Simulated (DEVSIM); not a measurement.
Device: abrupt Si n-p junction, at 400 K.

```tsv
layer (left to right)	material	thickness (μm)	Nd (cm⁻³)	Na (cm⁻³)	τn (s)	τp (s)
1	Si	26.0	5.4e16	-	9e-5	9e-5
2	Si	3.20	-	6.9e17	9e-5	9e-5
```

Left contact: ohmic. Right contact: ohmic. Voltage is applied to the left contact. Recombination: SRH at mid-gap, Auger. Gap narrowing is on: ΔEg = 6.92 meV × (l + √(l² + 0.5)), l = ln(N/1.3e17 cm⁻³), shared equally by both band edges. Mobility is constant in doping.

This is a model device: material constants are rounded textbook-type values typed into the input, and sizes, dopings and lifetimes were drawn at random. Values at 300 K; Nc and Nv go as T^1.5, mobilities as T to minus their exponent, the gap by Varshni's rule with the affinity fixed.

```tsv
parameter	Si
gap (eV)	1.124
affinity (eV)	4.05
permittivity	11.7
Nc (cm⁻³)	2.86e19
Nv (cm⁻³)	3.1e19
μn (cm²/Vs)	1417
μp (cm²/Vs)	470
T exponent of μn	2.3
T exponent of μp	2.2
Cn (cm⁶/s)	2.8e-31
Cp (cm⁶/s)	9.9e-32
Varshni α (eV/K)	0.000473
Varshni β (K)	636
```

Model (solved in DEVSIM): 1D drift-diffusion, Boltzmann statistics, complete ionisation; no tunnelling, impact ionisation, image-force lowering or self-heating.

Task: Tabulate band edges, carrier densities and field at zero bias.

Result: Energies count from the Fermi level of the right contact; mesh points crowd at the junctions.

```
x (μm)   Ec (eV)  Ev (eV)  n (cm⁻³)  p (cm⁻³)  field (V/cm)
-------  -------  -------  --------  --------  ------------
0.000      0.231   -0.864    5.4e16     6.3e8           ≈ 0
0.03734    0.231   -0.864    5.4e16     6.3e8           ≈ 0
0.1264     0.231   -0.864    5.4e16     6.3e8           ≈ 0
0.3599     0.231   -0.864    5.4e16     6.3e8           ≈ 0
1.280      0.231   -0.864    5.4e16     6.3e8           ≈ 0
3.304      0.231   -0.864    5.4e16     6.3e8           ≈ 0
8.132      0.231   -0.864    5.4e16     6.3e8           ≈ 0
19.77      0.231   -0.864    5.4e16     6.3e8           ≈ 0
23.57      0.231   -0.864    5.4e16     6.3e8           ≈ 0
25.06      0.231   -0.864    5.4e16     6.3e8           ≈ 0
25.63      0.231   -0.864    5.4e16     6.3e8           ≈ 0
25.91      0.297   -0.798    8.0e15     4.2e9         25000
25.98      0.667   -0.428    1.7e11    2.0e14         82000
26.01      0.902   -0.171     1.9e8    3.4e17         39000
26.08      0.926   -0.146     9.4e7    6.9e17           ≈ 0
26.24      0.926   -0.146     9.4e7    6.9e17           ≈ 0
26.63      0.926   -0.146     9.4e7    6.9e17           ≈ 0
27.57      0.926   -0.146     9.4e7    6.9e17           ≈ 0
28.74      0.926   -0.146     9.4e7    6.9e17           ≈ 0
29.02      0.926   -0.146     9.4e7    6.9e17           ≈ 0
29.14      0.926   -0.146     9.4e7    6.9e17           ≈ 0
29.20      0.926   -0.146     9.4e7    6.9e17           ≈ 0
```
